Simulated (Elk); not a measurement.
Band structure of YN (P-6m2, 2 atoms in the cell).

```yaml
crystal:
  lattice:
    - [3.36560, 0.00000, 0.00000]
    - [-1.68280, 2.91470, 0.00000]
    - [0.00000, 0.00000, 3.06336]
  atoms:
    - { symbol: Y, position: [0.66667, 0.33333, 0.00000] }
    - { symbol: N, position: [0.00000, 0.00000, 0.50000] }
```

Method: PBEsol, all-electron FP-LAPW, Elk's shipped species files, default APW+lo basis run with Elk.

Settings: xctype = 22; stype = 0; swidth = 0.00367493 Ha; ngridk = 15 15 14; maxscl = 100.

The starting cell comes from a database of computed structures (which also holds hypothetical and non-ambient phases and stackings), without a prior relaxation at this level. Values depend on the basis (sphere radii, cutoffs, local orbitals), which need not be converged.

Levels in eV from the Fermi level, bands 5 to 12:
| point | 5 | 6 | 7 | 8 | 9 | 10 | 11 | 12 |
|---|---|---|---|---|---|---|---|---|
| Γ | -13.19 | -1.64 | -1.64 | -0.10 | 0.10 | 2.88 | 5.75 | 5.75 |
| M | -11.94 | -3.85 | -1.16 | -0.65 | 0.27 | 5.29 | 6.22 | 7.01 |
| K | -11.74 | -3.10 | -2.23 | -1.19 | 2.49 | 3.39 | 4.80 | 5.13 |
| A | -11.44 | -4.49 | -1.05 | -1.05 | 3.12 | 3.12 | 4.89 | 5.11 |
| L | -12.24 | -3.22 | -2.51 | -2.32 | 2.51 | 5.38 | 7.23 | 8.04 |
| H | -12.28 | -4.12 | -2.77 | -0.66 | 2.62 | 5.63 | 7.32 | 8.07 |

No band crosses the Fermi level by more than 0.03 eV along this path.
